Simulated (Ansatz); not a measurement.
Start from ZrC in the rock salt structure (space group Fm-3m, No. 225; a = 4.669 Å; relaxed with 0.1 eV smearing).

Structures relaxed with PBEsol (Ansatz, a quantum-chemistry and plane-wave program, PAW, no spin-orbit coupling).

Base:

Simulated powder pattern, Cu Kα1, λ = 1.54056 Å (kinematic, ideal powder, no thermal factors, no anomalous dispersion; the 14 strongest lines at most, above 2 %, up to 2θ = 90°):

```csv
2θ (°),I/Imax (%),hkl
33.21,100,(111)
38.53,79,(200)
55.63,51,(220)
66.34,42,(311)
69.71,17,(222)
82.58,8.1,(400)
```

After one change:

Simulated powder pattern, Cu Kα1, λ = 1.54056 Å (kinematic, ideal powder, no thermal factors, no anomalous dispersion; the 14 strongest lines at most, above 2 %, up to 2θ = 90°):

| 2θ (°) | I/Imax (%) |
|---|---|
| 32.87 | 100 |
| 38.14 | 79 |
| 55.03 | 52 |
| 65.60 | 42 |
| 68.92 | 17 |
| 81.59 | 8.1 |

Task: Name the change that was made.
A) isotropic strain +1.00 %
B) isotropic strain +2.00 %
C) isotropic strain −1.50 %
D) isotropic strain +3.00 %

Result: A, isotropic strain +1.00 %. Its volume per atom is 13.11 Å³ against 12.72 Å³, and its space group is Fm-3m (No. 225).

Stability against distortions was not tested. The final runs are not spin-polarised.
